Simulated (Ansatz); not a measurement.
A self-consistent single point of a (001) slab of BiS (cut from a parent of space group no. 12; 4 atoms in the cell) with Ansatz (a program for electronic structure).

Method of the run: LDA (PW92), default PAW files made with PBE (plane waves; Ansatz).

The change in words: vacuum of 6 angstrom (first run: 14 Å). Reference geometry:
```yaml
crystal:
  lattice:
    - [3.97643, 0.00000, 0.00000]
    - [-3.91650, 3.97598, 0.00000]
    - [0.00000, 0.00000, 17.41961]
  atoms:
    - { symbol: Bi, position: [0.59630, 0.79815, 0.40185] }
    - { symbol: Bi, position: [0.65636, 0.32818, 0.59815] }
    - { symbol: S, position: [0.66018, 0.33009, 0.42861] }
    - { symbol: S, position: [0.59248, 0.79624, 0.57139] }
```

Reference input (self-consistent single point, DFT, LDA (PW92), plane waves, default PAW files made with PBE): basis.ecutwfc = 420 eV; kpoints.mp_grid.grid = 11 11 1; hamiltonian.xc = lda; hamiltonian.pseudopotentials = {kind: paw} (the program's default PAW files); scf.occupations.method = fermi_dirac; scf.occupations.width = 0.1 eV. This run's input differs from it in these lines:

Ansatz 0.2 input:
```diff
@@ -4,8 +4,8 @@
     - [-3.916498, 3.975981, 0.000000]
-    - [0.000000, 0.000000, 17.419609]
+    - [0.000000, 0.000000, 9.419609]
   atoms:
-    - { symbol: Bi, position: [0.596301, 0.798151, 0.401846] }
-    - { symbol: Bi, position: [0.656355, 0.328177, 0.598154] }
-    - { symbol: S, position: [0.660180, 0.330090, 0.428610] }
-    - { symbol: S, position: [0.592476, 0.796238, 0.571390] }
+    - { symbol: Bi, position: [0.596301, 0.798151, 0.318485] }
+    - { symbol: Bi, position: [0.656355, 0.328177, 0.681515] }
+    - { symbol: S, position: [0.660180, 0.330090, 0.367979] }
+    - { symbol: S, position: [0.592476, 0.796238, 0.632021] }
 basis:
```

Log, with long lists cut:

```
SCF iter   1: F=—  HF=-25910.658552 eV  |F-HF|=—  |Δ(HF+E_count)|=         —  Δρ=6.16e-3  dr2=8.52e-2  ethr=1.77e-3  ⟨swp⟩=6.4  Hψ=4616  notcnv=0
all-band conjugate gradients solve this SCF's bands
preconditioner: auto → LDOS
SCF iter   2: F=—  HF=-25910.638212 eV  |F-HF|=—  |Δ(HF+E_count)|=   2.03e-2  Δρ=2.00e-3  dr2=1.17e-2  ethr=2.03e-4  ⟨swp⟩=2.3  Hψ=1798  notcnv=0
SCF iter   3: F=—  HF=-25910.636348 eV  |F-HF|=—  |Δ(HF+E_count)|=   1.86e-3  Δρ=9.57e-4  dr2=2.63e-3  ethr=2.78e-5  ⟨swp⟩=2.0  Hψ=1696  notcnv=0
SCF iter   4: F=—  HF=-25910.635697 eV  |F-HF|=—  |Δ(HF+E_count)|=   6.51e-4  Δρ=2.12e-4  dr2=1.08e-4  ethr=6.25e-6  ⟨swp⟩=2.0  Hψ=1552  notcnv=0
SCF iter   5: F=—  HF=-25910.635675 eV  |F-HF|=—  |Δ(HF+E_count)|=   2.17e-5  Δρ=5.59e-5  dr2=9.31e-6  ethr=2.58e-7  ⟨swp⟩=3.0  Hψ=1952  notcnv=0
SCF iter   6: F=—  HF=-25910.635817 eV  |F-HF|=—  |Δ(HF+E_count)|=   1.42e-4  Δρ=1.36e-5  dr2=5.18e-7  ethr=2.22e-8  ⟨swp⟩=3.0  Hψ=1909  notcnv=0
SCF iter   7: F=-25910.635817 eV  HF=-25910.635817 eV  |F-HF|=3.21e-9  |Δ(HF+E_count)|=   5.00e-8  Δρ=2.51e-6  dr2=1.30e-8  ethr=2.38e-10  ⟨swp⟩=7.1  Hψ=4579  notcnv=0
SCF 1 converged in 7 iterations: F = -25910.635817 eV  dr2 = 1.30e-8
Free energy (F): -25910.635817 eV
Internal energy: -25910.572496 eV  (E = F + TS)
E sigma→0 (E₀):  -25910.604156 eV
Entropy (-TS):   -0.063321 eV (-15.830 meV/atom)
Fermi energy:    5.532275 eV
--- Forces (eV/Å), atoms counted from 1 ---
  atom   1  Bi     0.01560713     0.01537364     0.45287807
  atom   2  Bi    -0.01560713    -0.01537364    -0.45287807
  atom   3  S     -0.02243072    -0.02209514     0.06879719
  atom   4  S      0.02243072     0.02209514    -0.06879719
--- Stress (GPa, compression-positive) ---
       -1.991974      -0.231849       0.087997
       -0.231849      -1.984984       0.086681
        0.087997       0.086680      -0.523296
  P = ⅓ Tr σ = -1.5001 GPa (-15.001 kbar)
  The stress holds the Pulay correction. Without it, at fixed plane waves, as pw.x and ABINIT print it: P = -1.5158 GPa
```

The run converged in 7 iterations. Against the reference run the free energy rises by 36.0 meV/atom and the largest force goes from 0.337 to 0.453 eV/Å.

The starting cell comes from a database of computed structures (which also holds hypothetical and non-ambient phases and stackings), without a prior relaxation at this level. The slab is cut from that crystal, and its faces are unrelaxed. Its lattice was rescaled by up to half a per cent. Spin-orbit coupling is off. Spin polarisation is off, though cut faces can carry moments; the slab shows no gap.
